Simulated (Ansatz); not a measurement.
We consider KCdF3 (Pm-3m, No. 221, 5 atoms in the cell; start mp-10175), described by r²SCAN0 in Ansatz (PAW).

Settings: plane-wave cutoff 520 eV, 6×6×6 k mesh, Fermi–Dirac smearing 0.01 eV, scalar-relativistic PAW data made under PBE.

Cell (relaxed with PBEsol):

```cif
data_CdF3K
_chemical_formula_sum 'K1 Cd1 F3'
_space_group_name_H-M_alt 'P 1'
_space_group_IT_number 1
_cell_length_a 4.38553
_cell_length_b 4.38553
_cell_length_c 4.38553
_cell_angle_alpha 90.000
_cell_angle_beta 90.000
_cell_angle_gamma 90.000
loop_
_space_group_symop_operation_xyz
  'x, y, z'
loop_
_atom_site_label
_atom_site_type_symbol
_atom_site_fract_x
_atom_site_fract_y
_atom_site_fract_z
_atom_site_occupancy
K1 K 0.00000 0.00000 0.00000 1
Cd1 Cd 0.50000 0.50000 0.50000 1
F1 F 0.00000 0.50000 0.50000 1
F2 F 0.50000 0.00000 0.50000 1
F3 F 0.50000 0.50000 0.00000 1
```

Task: Estimate the band gap and smallest direct gap on the k points sampled that the calculation returns.

Result: 
- band gap: 6.34 eV (on the SCF k mesh)
- smallest direct gap on the k points sampled: 8.36 eV

Note: cell and atoms aren't relaxed at this level (pressure -0.8 GPa).

Spin–orbit coupling is not included.

Computed values are for the static lattice.

Computing time: around 4 core-minutes (rough).

A start named mp-… is a Materials Project structure, which need not be a measured phase.

Ansatz is a quantum-chemistry and plane-wave program.
